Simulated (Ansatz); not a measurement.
Reference: Cs$_{3}$Bi (Fm-3m), PBEsol, rigid bands (plane waves, PAW, scalar-relativistic; Ansatz, a program for electronic structure); axes and stresses refer to this cell.

```xyz
4
Lattice="0.0000 4.5921 4.5921 4.5921 0.0000 4.5921 4.5921 4.5921 0.0000" Properties=species:S:1:pos:R:3 pbc="T T T"
Cs     2.2960     2.2960     2.2960
Cs     6.8881     6.8881     6.8881
Cs     4.5921     4.5921     4.5921
Bi     0.0000     0.0000     0.0000
```

- hole conductivity mass = 0.84 mₑ
- Seebeck coefficient, n-type 1e19 cm⁻³ = -84 μV/K
- band gap = 0.39 eV

Change: functional r2SCAN on the same cell. What happens to hole conductivity mass, Seebeck coefficient, n-type 1e19 cm⁻³, band gap?

hole conductivity mass goes up to 0.92 mₑ; Seebeck coefficient, n-type 1e19 cm⁻³ goes up in size to -106 μV/K; band gap grows to 1.00 eV.

Masses are for dilute carriers at 300 K, harmonic means over directions unless an axis is named. Seebeck coefficients are for the stated density at 300 K, with one relaxation time for all states and whether or not that doping can be reached. Spin-orbit coupling is left out unless a row names it; without it the gap and masses of crystals with these elements can be far off. 

Computed structure with no diffraction record at hand here (it may be known, metastable or hypothetical): Cs3Bi (Fm-3m).
